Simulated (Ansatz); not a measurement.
# Response to strain in PbSe

The parent structure is PbSe in the rock salt structure (space group Fm-3m, No. 225; a = 6.0408 Å).

Strains are applied to the cell and any free atomic positions relax.

All numbers come from LDA (Ansatz, a program for electronic structure), no spin-orbit coupling.

**Question.** Only one of these has no band gap. Which?
(A) isotropic strain +1.50 %
(B) isotropic strain +0.50 %
(C) isotropic strain +2.50 %
(D) isotropic strain −0.50 %
(E) isotropic strain +2.00 %

**Answer.** D, isotropic strain −0.50 %. Computed: isotropic strain +0.50 %: 0.10 eV; isotropic strain +1.50 %: 0.20 eV; isotropic strain +2.50 %: 0.29 eV; isotropic strain −0.50 %: zero; isotropic strain +2.00 %: 0.24 eV

With Pb present, leaving out spin-orbit coupling can change the band edges. Whether these cells are dynamically stable was not tested. All final runs are without spin polarisation. Gaps under 0.05 eV, about the width of the smearing, are given as zero. The zero or small gap of PbSe can change with the level of theory.
